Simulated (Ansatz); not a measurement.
# Competing hops of interstitial H in rock-salt MgO, charge state -1

Defect: interstitial H in rock-salt MgO, charge state -1. These are PBE, PAW (plane waves to 420 eV; Ansatz, a quantum-chemistry and plane-wave program) values and carry that method's errors.

Cell of 64 host sites held at the relaxed PBE lattice; the Γ point alone; Fermi-Dirac width 0.01 eV, spin-restricted; finite-size errors left in. Static, classical nuclei. The charge state is imposed; whether it is stable for some Fermi level was not computed. Sites that were not tried may lie lower.

Barriers: single points on a 2×2×2 k-point mesh shifted by half a step at the bands' geometries.

```tsv
Route	Start site over the lowest site run (eV)	Hop (Å)	Forward barrier (eV)	Backward barrier (eV)	Neighbours at the start	Neighbours at the saddle	Saddle order	Forward, on the band's own sampling (eV)
a direct jump of one H atom	0.00	2.13	0.88	0.88	4 Mg at 1.80; 4 O at 2.10 Å	2 Mg at 1.65; 2 O at 1.95 Å	first order	0.83
```

Paths come from CI-NEB runs.   A further band (a concerted move, in which H travels most, 3.01 Å) gave 0.84 eV forward on its own sampling, 0.84 eV above the lowest site run, but a shoulder points to a second hump between its images, so it is not taken as a result.

The whole set of runs took very roughly 1.3 core-hours.
